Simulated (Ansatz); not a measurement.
## Ta: uniaxial strain ε_zz = +2.50 %

Base system: Ta in the bcc (W type) structure (space group Im-3m, No. 229; a = 3.282 Å; relaxed with 0.1 eV smearing). Axes: x, y, z lie along the cube axes.

Now apply this change: uniaxial strain ε_zz = +2.50 %, all other strain components held at zero; the atoms relax in the strained cell.

Method: PBEsol/PAW in Ansatz (a first-principles code), scalar-relativistic without spin-orbit coupling. Γ-centred 28×28×28 mesh, Fermi–Dirac width 0.1 eV.

```json
[
 {"quantity": "volume per atom", "base": "17.68 Å³", "changed": "18.12 Å³", "shift": "+0.44 Å³"},
 {"quantity": "shortest interatomic distance", "base": "2.843 Å", "changed": "2.866 Å", "shift": "+0.0239 Å"},
 {"quantity": "energy relative to the base (free energy F)", "base": "0 meV/atom", "changed": "+9.3 meV/atom", "shift": "+9.3 meV/atom"},
 {"quantity": "pressure (mean of the normal stresses, compression positive)", "base": "0.0 GPa", "changed": "-4.8 GPa", "shift": "-4.8 GPa"},
 {"quantity": "band gap", "base": "zero", "changed": "zero", "shift": "–"},
 {"quantity": "stress (xx, yy, zz, yz, xz, xy; compression positive)", "base": "–", "changed": "(-3.9, -3.9, -6.6, 0.0, 0.0, 0.0) GPa", "shift": "–"}
]
```

No phonon test of stability was made. The final runs are not spin-polarised.
